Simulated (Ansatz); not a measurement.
System: Al2O3 (model structure, started from the Al2S3 type, Cc, No. 9, 10 atoms in the cell). Method: r²SCAN in Ansatz (plane waves, PAW).

Numerical settings: plane-wave cutoff 560 eV, 8×8×8 k mesh, Fermi–Dirac smearing 0.01 eV, scalar-relativistic PAW data made under PBE.

Cell (relaxed at this level):

```cif
data_Al4O6
_chemical_formula_sum 'Al4 O6'
_space_group_name_H-M_alt 'P 1'
_space_group_IT_number 1
_cell_length_a 5.57225
_cell_length_b 5.57225
_cell_length_c 5.64276
_cell_angle_alpha 118.278
_cell_angle_beta 118.278
_cell_angle_gamma 58.956
loop_
_space_group_symop_operation_xyz
  'x, y, z'
loop_
_atom_site_label
_atom_site_type_symbol
_atom_site_fract_x
_atom_site_fract_y
_atom_site_fract_z
_atom_site_occupancy
Al1 Al 0.00604 0.15922 0.51714 1
Al2 Al 0.15922 0.00604 0.01714 1
Al3 Al 0.68727 0.80024 0.49260 1
Al4 Al 0.80024 0.68727 0.99260 1
O1 O 0.02078 0.30531 0.88501 1
O2 O 0.30531 0.02078 0.38501 1
O3 O 0.86837 0.87700 0.86412 1
O4 O 0.87700 0.86837 0.36412 1
O5 O 0.43391 0.75884 0.86617 1
O6 O 0.75884 0.43391 0.36617 1
```

Task: Estimate the band gap and smallest direct gap on the k points sampled that the calculation returns.

Result: 
- band gap: 4.73 eV
- smallest direct gap on the k points sampled: 4.75 eV

Note: the relaxation could raise the start's symmetry but not lower it, so the cell can be a saddle point.

The computed numbers hold no vibrational or temperature effects.

A model structure was made by putting elements into a prototype or built by hand; it is no filed structure, need not be a known phase, and can be a saddle point held by its symmetry.

Ansatz is an electronic-structure program.
